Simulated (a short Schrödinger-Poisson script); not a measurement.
Stack: MOS inversion layer, SiO2 on p-type Si(100), at 300 K.

From the gate side: 3.5 nm SiO2; 1800 nm Si, acceptors 5.9e16 cm⁻³.

The device is made up for the run: typed textbook-type constants, with dimensions and the other settings drawn at random. SiO2: permittivity 3.9, conduction-band edge (eV) 3.15, gap (eV) 9, electron mass (mₑ) 0.5. Si: permittivity 11.7, conduction-band edge (eV) 0, gap (eV) 1.124, Nv at 300 K (cm⁻³) 3.1e19.

Channel valleys (confinement mass, in-plane density-of-states mass, number): Δ2 0.916, 0.19, 2; Δ4 0.19, 0.417, 4. At the gate the conduction-band edge of layer 1 lies 3.19 eV − eVg above the Fermi level of the channel; the field vanishes at the back. Gaps are held at their typed values at every temperature. Mesh 0.03 nm at interfaces.

Solved with a short Schrödinger-Poisson script written for these runs: 1D Poisson equation in equilibrium, electrons quantum, Hartree (BenDaniel-Duke, 12 states a valley, the channel's in-plane mass for all, wave functions free to enter the dielectric), parabolic valleys, classical holes, full ionisation, no traps, pinning or gate leakage.

| Vg (V) | electrons (cm⁻²) | C (μF/cm²) | Δ2 E0 (meV from the Fermi level) | Δ4 E0 (meV from the Fermi level) |
|---|---|---|---|---|
| 0 | 4.89e9 | 0.0978 | 206.3 | 231.1 |
| 0.15 | 2.16e11 | 0.515 | 105.7 | 133.3 |
| 0.3 | 8.01e11 | 0.717 | 67.8 | 100.0 |
| 0.45 | 1.50e12 | 0.782 | 47.8 | 84.5 |
| 0.6 | 2.25e12 | 0.815 | 34.0 | 74.8 |
| 0.75 | 3.02e12 | 0.835 | 23.4 | 67.8 |
| 0.9 | 3.81e12 | 0.849 | 14.6 | 62.3 |
| 1.05 | 4.61e12 | 0.860 | 7.0 | 57.9 |
| 1.2 | 5.42e12 | 0.868 | 0.3 | 54.1 |
| 1.35 | 6.23e12 | 0.874 | -5.8 | 50.7 |
| 1.5 | 7.05e12 | 0.880 | -11.4 | 47.7 |
| 1.65 | 7.88e12 | 0.884 | -16.6 | 44.9 |
| 1.8 | 8.71e12 | 0.888 | -21.5 | 42.4 |
| 1.95 | 9.54e12 | 0.891 | -26.2 | 40.0 |
| 2.1 | 1.04e13 | 0.894 | -30.6 | 37.8 |
| 2.25 | 1.12e13 | 0.897 | -34.9 | 35.6 |
| 2.4 | 1.21e13 | 0.899 | -39.0 | 33.6 |

Gate voltages with under 1e9 electrons/cm² are left out.

Task: At Vg = 2.4 V the lowest Δ2 subband lies at -39.0 meV from the Fermi level. How many electrons does it hold, and what share of all?

Result: The two-dimensional density of states is g m/(πħ²) = 1.59e11 cm⁻² meV⁻¹ (both spins), kT = 25.9 meV, so n = D kT ln(1 + exp(−E/kT)) = 7.01e12 cm⁻², 0.58 of the 1.21e13 cm⁻² in all.

Task: Compare the slope of the sheet density between 2.1 and 2.4 V with the geometric capacitance of the layers between gate and channel.

Result: q Δn/ΔV = 0.908 μF/cm²; ε0/Σ(t/ε) = 0.987 μF/cm². The ratio is 0.92: the channel acts as a further capacitance in series.
